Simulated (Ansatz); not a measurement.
Where the default PAW files enter, the runs use the earlier of Ansatz's two default sets.

Tunnelling through a barrier is set by its complex band structure: the current falls as exp(−2κd) with the smallest κ.

Input:

```
CELL_PARAMETERS angstrom
      5.09250     0.00000     0.00000
      0.00000     7.07261     0.00000
      0.00000     0.00000     5.09250
ATOMIC_POSITIONS crystal
  Si 0.30134 0.50000 0.69866
  Si 0.80134 0.25000 0.80134
  Si 0.69866 0.00000 0.30134
  Si 0.19866 0.75000 0.19866
  O  0.23861 0.67989 0.89357
  O  0.60643 0.42989 0.73861
  O  0.76139 0.17989 0.10643
  O  0.39357 0.92989 0.26139
  O  0.26139 0.57011 0.39357
  O  0.89357 0.82011 0.23861
  O  0.73861 0.07011 0.60643
  O  0.10643 0.32011 0.76139
```

Space group of this cell: P4_12_12. The cell is strained (all lengths scaled by 1.02); by r2SCAN its mean pressure is -9.2 GPa.

Transport runs along the normal of the first two printed cell vectors, the (100) plane of the conventional cell.

The gap is the functional's own, uncorrected, and κ follows it; spin-orbit coupling is left out. Mid-gap values are interpolated between the computed energies.

### Question
Give the band gap and the smallest decay constant κ at mid-gap that r2SCAN (Ansatz, an electronic-structure program) yields.

### Answer
Gap 5.99 eV on a 6×4×6 mesh; κ = 0.480 1/Å, at the zone centre.
